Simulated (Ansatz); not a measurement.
Defect: interstitial O in bcc Nb, neutral cell. Level of theory: PBE, PAW (plane waves to 420 eV; Ansatz, a quantum-chemistry and plane-wave program).

Cell of 36 host sites held at the relaxed PBE lattice; a 2×2×3 k-point mesh shifted by half a step; Fermi-Dirac width 0.10 eV, spin-restricted; finite-size errors left in. Static, classical nuclei. Sites that were not tried may lie lower.

Barriers: single points on a 3×3×4 k-point mesh shifted by half a step at the bands' geometries.

Relaxed starting cell (atoms counted from 1):

```
CELL_PARAMETERS angstrom
      9.93269     0.00000     0.00000
      0.00000     9.93269     0.00000
      0.00000     0.00000     6.62179
ATOMIC_POSITIONS crystal
  Nb 0.99874 0.00043 0.00083
  Nb 0.99879 0.00042 0.50078
  Nb 0.99878 0.29692 0.00073
  Nb 0.99876 0.33191 0.50076
  Nb 0.99872 0.70400 0.00081
  Nb 0.99874 0.66896 0.50086
  Nb 0.33281 0.00049 0.00088
  Nb 0.33285 0.00048 0.50090
  Nb 0.33321 0.33381 0.00085
  Nb 0.33286 0.33537 0.50086
  Nb 0.33316 0.66716 0.00092
  Nb 0.33281 0.66562 0.50096
  Nb 0.66473 0.00035 0.00087
  Nb 0.66466 0.00038 0.50080
  Nb 0.66432 0.33369 0.00081
  Nb 0.66469 0.33523 0.50080
  Nb 0.66427 0.66703 0.00091
  Nb 0.66463 0.66548 0.50090
  Nb 0.16937 0.16418 0.25606
  Nb 0.16937 0.16423 0.74552
  Nb 0.16104 0.50048 0.24686
  Nb 0.16104 0.50050 0.75485
  Nb 0.16933 0.83682 0.25614
  Nb 0.16933 0.83682 0.74557
  Nb 0.49876 0.16868 0.24932
  Nb 0.49879 0.16865 0.75237
  Nb 0.49872 0.50041 0.25124
  Nb 0.49872 0.50044 0.75058
  Nb 0.49873 0.83214 0.24941
  Nb 0.49876 0.83219 0.75249
  Nb 0.82820 0.16404 0.25602
  Nb 0.82819 0.16404 0.74546
  Nb 0.83644 0.50034 0.24683
  Nb 0.83641 0.50039 0.75486
  Nb 0.82816 0.83664 0.25607
  Nb 0.82814 0.83669 0.74555
  O  0.99874 0.50046 0.00081
```

End state 1 differs by these moves (Å; atoms that move under 0.08 Å are left out):

```
atom  element     Δx     Δy     Δz
----  -------  -----  -----  -----
3          Nb   0.00   0.41  -0.02
5          Nb   0.00  -0.41  -0.02
22         Nb   0.41   0.00  -0.02
34         Nb  -0.41   0.00  -0.02
37          O   0.00   0.00  -1.65
```

Problem. What forward and backward barriers to end state 1 does PBE, PAW give?

Solution. forward 0.88 eV, backward 0.88 eV; at the saddle point atom 37 has neighbours 4 Nb at 2.03 Å. The saddle point's order was not checked, and it lies on a symmetry element of the cell, where a band can be held.
